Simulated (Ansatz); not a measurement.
Ansatz (a first-principles code), DFT, PBE, plane waves, its default PAW files: SiC (from the phase in space group 186, mp-7140), 4 atoms. Basis and mesh were picked for this test and aren't claimed converged.

```yaml
cell: 3.07, 3.07, 5.05 Å; 90, 90, 120°
task: single point
k mesh: 12×12×6
hamiltonian.xc: pbe
kind_of_files: paw
scf.occupations.method: fermi_dirac
scf.occupations.width: 0.05 eV
output.forces: true
binding of workers (--pin): off
k-point pools (--kpoint-pools): 1
memory maximum (--max-ram): 8GiB
accuracy: medium (default)
basis.precision: auto (default)
basis.xc_grid: 2 (default)
scf.mixing.algorithm: auto (default)
scf.mixing.preconditioner: auto (default)
scf.convergence.dr2_threshold: 1e-07 (default)
scf.lower_state_search: light (default)
k-points after symmetry: 76
bands_at_the_start: 12
electrons: 16
plane waves at Γ: 785
cutoff (eV): 420
FFT grid: 24×24×36
symmetry_operations: 12
```

One run each.

All on 4 threads. Base settings, kept where nothing else is said: scf.eigensolver.kind = auto (default), scf.eigensolver.mixed_precision = false (default), scf.eigensolver.cushion = auto (default), scf.eigensolver.full_accuracy = false (default), scf.algorithm = auto (default) (scf.eigensolver.max_subspace_factor, scf.eigensolver.real_solve not set). The settings tried:
- scf.eigensolver.real_solve = false
- scf.eigensolver.kind = davidson, scf.eigensolver.max_subspace_factor = 6
- scf.algorithm = density_mixing
- scf.eigensolver.kind = davidson, scf.eigensolver.cushion = true
- the base settings
- scf.algorithm = direct_min
- scf.eigensolver.kind = davidson
- scf.eigensolver.mixed_precision = true
- scf.eigensolver.full_accuracy = true
- scf.eigensolver.kind = davidson, scf.eigensolver.mixed_precision = true
- scf.eigensolver.kind = davidson, scf.eigensolver.max_subspace_factor = 2

Task: Predict which of these converge in the fewest applications of H to a band.

Result: Fewest applications of H to a band, with those close behind: scf.eigensolver.real_solve = false (16025); the base settings (16057); scf.algorithm = density_mixing (16057). Most among those that reach the base run's result: scf.algorithm = direct_min (31078); scf.eigensolver.full_accuracy = true (29789). All converged.

```csv
setting,applications of H to a band,"SCF iterations (all cycles of the run, searches included)",end
scf.eigensolver.real_solve = false,16025,6,converged
the base settings,16057,6,converged
scf.algorithm = density_mixing,16057,6,converged
"scf.eigensolver.kind = davidson, scf.eigensolver.max_subspace_factor = 6",18283,6,converged
scf.eigensolver.kind = davidson,18999,6,converged
"scf.eigensolver.kind = davidson, scf.eigensolver.cushion = true",20302,6,converged
"scf.eigensolver.kind = davidson, scf.eigensolver.mixed_precision = true",20776,6,converged
scf.eigensolver.mixed_precision = true,20776,6,converged
"scf.eigensolver.kind = davidson, scf.eigensolver.max_subspace_factor = 2",20954,6,converged
scf.eigensolver.full_accuracy = true,29789,6,converged
scf.algorithm = direct_min,31078,4,converged
```

An iteration's cost differs between solvers, so these counts don't give the time.

Keys are those of Ansatz 0.2.
